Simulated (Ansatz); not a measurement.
Ru under load (space group P6_3/mmc): resistivity and electron-phonon coupling

Here is the system:

```
CELL_PARAMETERS angstrom
      2.62490     0.00000     0.00000
     -1.31245     2.27323     0.00000
      0.00000     0.00000     4.15253
ATOMIC_POSITIONS crystal
  Ru 0.33333 0.66667 0.25000
  Ru 0.66667 0.33333 0.75000
```

These are PBEsol, DFPT electron-phonon coupling, linearised Boltzmann equation (plane waves, PAW, scalar-relativistic; Ansatz, an electronic-structure program) values and carry that method's errors. Condition of this run: hydrostatic pressure 30 GPa (the target of the relaxation). Geometry: relaxed with this functional, without spin-orbit coupling, then loaded as said.

```
Property                                                                                                                           Result
--------------------------------------------------------------------------------------------------  -------------------------------------
resistivity at 300 K                                                                                      4.7 (x), 4.7 (y), 3.6 (z) μΩ·cm
resistivity at 77 K                                                                                    0.24 (x), 0.24 (y), 0.20 (z) μΩ·cm
electron mean free path at 300 K (weighted by the current that each state carries)                        12.3 (x), 12.3 (y), 11.6 (z) nm
resistivity times mean free path for one path shared by all states (from the Fermi surface's area)  4.9 (x), 4.9 (y), 3.6 (z) ×10⁻¹⁶ Ω·m²
electron-phonon coupling λ                                                                                                           0.37
transport coupling λ_tr                                                                                      0.39 (x), 0.39 (y), 0.37 (z)
logarithmic mean phonon energy                                                                                                     28 meV
density of states at the Fermi level                                                                           0.70 states/(eV·spin·cell)
Drude plasma energy                                                                                         9.1 (x), 9.1 (y), 10.2 (z) eV
```

A metal at this level (no band gap). Only scattering by harmonic phonons is included (no impurities, grain boundaries, electron-electron scattering or thermal expansion). Spin-orbit coupling is left out. Halving the electron mesh (36x36x20) moves the resistivity by up to 5 % at 300 K, the mean free path by up to 4 %, the coupling by up to 2 %. Smearing 0.20 eV; phonons on a 6x6x4 q mesh, which this run doesn't test and which matters most at low temperature.
